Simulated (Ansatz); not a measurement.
The parent structure is InAs in the zinc blende structure (space group F-43m, No. 216; a = 6.110 Å). Axes: x, y, z lie along the cube axes.

Calculations: Ansatz (an electronic-structure program), r2SCAN, PAW, cutoff 500 eV, scalar-relativistic without spin-orbit coupling.

Before the change:

| Quantity | Result |
|---|---|
| Volume per atom | 28.51 Å³ |
| Valley order | Γ 0.08 eV; L along ⟨111⟩ 1.25 eV |
| Valence-band top at Γ | 0.00, 0.00, 0.00 eV |

Now apply this change: compressive biaxial strain of 2.50 % in the plane normal to [001], as in epitaxy on a mismatched substrate; the out-of-plane cell vector and the atoms relax.

What does the calculation give for the volume per atom after the change?

The volume per atom falls by 0.685 Å³ (28.51 Å³ → 27.82 Å³).

How does this affect the valley order?

The valley order (the lowest conduction-band minima on the path, energy above the VBM, named in the base's zone) becomes Γ 0.11 eV; L along [111] 1.18 eV (base: Γ 0.08 eV; L along ⟨111⟩ 1.25 eV).

How does this affect the valence-band top at Γ?

The valence-band top at Γ (three highest levels, from the VBM) goes from 0.00, 0.00, 0.00 eV to 0.00, 0.00, -0.28 eV.

The levels and masses belong to the bands next to the band gap. Stability against distortions was not tested.
